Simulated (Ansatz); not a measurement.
**A self-consistent single point of KHgF3 (Cmm2, 5 atoms in the cell) with Ansatz (a program for electronic structure)**

Method: LDA (PW92), default PAW files made with PBE (plane waves; Ansatz).

Input as run:

Ansatz 0.2 input:
```yaml
# KHgF3
crystal:
  lattice:
    - [3.192359, -3.198471, 0.000000]
    - [3.192359, 3.198471, 0.000000]
    - [0.000000, 0.000000, 4.510817]
  atoms:
    - { symbol: K, position: [0.000000, 0.000000, 0.511084] }
    - { symbol: Hg, position: [0.500000, 0.500000, 0.000000] }
    - { symbol: F, position: [0.000000, 0.500000, 0.000000] }
    - { symbol: F, position: [0.500000, 0.000000, 0.000000] }
    - { symbol: F, position: [0.500000, 0.500000, 0.500000] }
basis:
  ecutwfc: 30.9 Ry
kpoints:
  mp_grid:
    grid: [5, 5, 5]
hamiltonian:
  xc: lda
  pseudopotentials:
    kind: paw
scf:
  occupations:
    method: fixed
output:
  forces: true
  eigenvalues: true
  stress: true
```

The program printed (abridged):

```
WARN ansatz: RAYON_NUM_THREADS=1 ignored (pool sized by the plan → 1); use --threads N
Pseudopotentials: kind: paw
Pseudopotential: K, paw, valence charge 9
Pseudopotential: Hg, paw, valence charge 20
Pseudopotential: F, paw, valence charge 7
Crystal: 5 atoms, lattice volume = 92.117 Å³
Basis set: ecut = 420.4159175005146 eV, 1819 PW (Γ)
Bands: 30, of which v1, the nominal top of the filled ones, is band 25 counted from 1 (24 counted from 0)
Symmetry: 4 space group operations
Space group: Cmm2 (ITA 35), of the structure as read, at distance tolerance 4.5e-5 Å
k-points: 27 of 125 (time reversal used)
PAW frozen core: K, regenerated for the run's functional, and the local potential with it
PAW frozen core: Hg, regenerated for the run's functional, and the local potential with it
PAW frozen core: F, regenerated for the run's functional, and the local potential with it
Initial density: superposition of atomic densities (neutral atoms: chi_scale 0, normalization atom), corrected by the library's trained network
Initial wavefunctions: pseudopotential atomic-orbital guess
Eigensolver: davidson
Functional: x = slater, c = lda
SCF iter   1: F=—  HF=-17401.092539 eV  |F-HF|=—  |Δ(HF+E_count)|=         —  Δρ=1.76e-2  dr2=2.10e-1  ethr=1.77e-3  ⟨swp⟩=5.0  Hψ=2876  notcnv=0  defer=72
all-band conjugate gradients solve this SCF's bands
preconditioner: auto → Resta (q_TF=auto, 2.464 Å⁻¹)
SCF iter   2: F=—  HF=-17401.038643 eV  |F-HF|=—  |Δ(HF+E_count)|=   5.39e-2  Δρ=5.50e-3  dr2=1.10e-2  ethr=4.21e-4  ⟨swp⟩=2.3  Hψ=1615  notcnv=0  defer=79
SCF iter   3: F=—  HF=-17401.035687 eV  |F-HF|=—  |Δ(HF+E_count)|=   2.96e-3  Δρ=2.03e-3  dr2=2.49e-3  ethr=2.19e-5  ⟨swp⟩=2.3  Hψ=1196  notcnv=0  defer=81
SCF iter   4: F=—  HF=-17401.034998 eV  |F-HF|=—  |Δ(HF+E_count)|=   6.89e-4  Δρ=4.90e-4  dr2=2.12e-4  ethr=4.98e-6  ⟨swp⟩=1.4  Hψ=811  notcnv=0  defer=81
SCF iter   5: F=—  HF=-17401.034966 eV  |F-HF|=—  |Δ(HF+E_count)|=   3.20e-5  Δρ=1.00e-4  dr2=1.18e-5  ethr=4.24e-7  ⟨swp⟩=2.7  Hψ=1283  notcnv=0  defer=27
SCF iter   6: F=—  HF=-17401.034990 eV  |F-HF|=—  |Δ(HF+E_count)|=   2.32e-5  Δρ=6.71e-5  dr2=3.12e-6  ethr=2.36e-8  ⟨swp⟩=2.3  Hψ=1314  notcnv=0  defer=27
SCF iter   7: F=—  HF=-17401.034989 eV  |F-HF|=—  |Δ(HF+E_count)|=   5.71e-7  Δρ=2.90e-5  dr2=6.22e-7  ethr=6.24e-9  ⟨swp⟩=2.0  Hψ=1315  notcnv=0  defer=27
SCF iter   8: F=-17401.034989 eV  HF=-17401.034989 eV  |F-HF|=1.49e-8  |Δ(HF+E_count)|=   1.24e-7  Δρ=5.66e-6  dr2=5.05e-8  ethr=2.00e-10  ⟨swp⟩=8.3  Hψ=3896  notcnv=0
SCF 1 converged in 8 iterations: F = -17401.034989 eV  dr2 = 5.05e-8
SCF converged after 8 iterations
Free energy (F): -17401.034989 eV
Harris-Foulkes:  -17401.034989 eV  (|F-HF|=1.49e-8)
Internal energy: -17401.034989 eV  (E = F + TS)
E sigma→0 (E₀):  -17401.034989 eV
Fermi energy:    3.959981 eV
--- Per-component energies (eV) ---
  E_band       = -735.569726
  E_kinetic    = 1467.256564
  E_local      = -6073.583415  (includes V_loc(G=0)·N_el)
  E_nonlocal   = 327.232011
  E_hartree    = 2471.856219
  E_xc         = -582.289425
  E_vxc        = -723.731720  (∫ρ·V_xc dr)
  E_paw        = -10959.654174  (= ΣΔE_a)
  E_vpaw       = -676.470168  (= ΣTr[D̂ρ^β])
  E_aug_tail   = 0.006972  (compensation charges beyond the density's cutoff)
  E_ewald      = -4053.033090
  E_core_change = 1.173348  (= ΣΔE_core)
  E_smearing   = -0.000000  (= −TS)
  E_closure    = -0.000000  (closes the sum)
  Σ components = -17401.034989   (vs F -17401.034989, Δ=0.00e0)
--- Forces (eV/Å), atoms counted from 1 ---
  atom   1  K      0.00000000     0.00000000     0.01410569
  atom   2  Hg     0.00000000     0.00000000     0.02991799
  atom   3  F     -0.00000000     0.00000000    -0.02616841
  atom   4  F     -0.00000000     0.00000000    -0.02616841
  atom   5  F      0.00000000     0.00000000     0.00829803
  max |Σ_I F_I| component: 1.51e-5 eV/Å
--- Stress (GPa, compression-positive) ---
       -3.246393       0.000000      -0.000000
        0.000000      -3.271661       0.000000
       -0.000000       0.000000      -3.158862
  P = ⅓ Tr σ = -3.2256 GPa (-32.256 kbar)
  The stress holds the Pulay correction. Without it, at fixed plane waves, as pw.x and ABINIT print it: P = -3.7971 GPa
--- Band table (eV; the first three rows and the last of 27) ---
  k-point 0: bands = ["-108.3448", "-56.7225", "-56.7220", "-56.7214", "-24.0065", "-17.1704", "-16.9021", "-16.8898", "-7.6585", "-7.6581", "-7.6573", "-0.2843", "-0.2836", "-0.2826", "-0.0630", "-0.0491", "-0.0458", "0.2684", "0.2718", "1.5429", [...]
  k-point 1: bands = ["-108.3448", "-56.7226", "-56.7220", "-56.7214", "-24.0052", "-17.1391", "-16.9032", "-16.8891", "-7.6643", "-7.6551", "-7.6547", "-1.3416", "-0.4806", "-0.4801", "-0.2806", "0.0218", "0.0250", "0.2693", "1.0068", "1.5140", [...]
  k-point 2: bands = ["-108.3448", "-56.7227", "-56.7220", "-56.7214", "-24.0031", "-17.0882", "-16.9042", "-16.8878", "-7.6755", "-7.6495", "-7.6490", "-2.2710", "-0.6891", "-0.6886", "-0.2773", "0.0561", "0.0593", "0.2708", "1.0087", "1.4513", [...]
  k-point 26: bands = ["-108.3448", "-56.7227", "-56.7222", "-56.7216", "-23.9980", "-16.9216", "-16.8936", "-16.8834", "-7.7040", "-7.7037", "-7.6961", "-2.2939", "-2.2739", "-2.1067", "-1.0820", "-1.0603", "-1.0547", "1.8436", "1.8453", "1.8835", [...]
```

The run converged in 8 iterations.

The starting cell comes from a database of computed structures (which also holds hypothetical and non-ambient phases and stackings), without a prior relaxation at this level. Its lattice was rescaled by up to half a per cent. One atom was moved a little off its site on purpose. Spin-orbit coupling is off. With a pressure of about -3 GPa the cell is away from its equilibrium volume at this level. Ansatz's pressure includes its estimate of the finite-basis (Pulay) stress. Without the estimate this run gives -3.80 GPa.
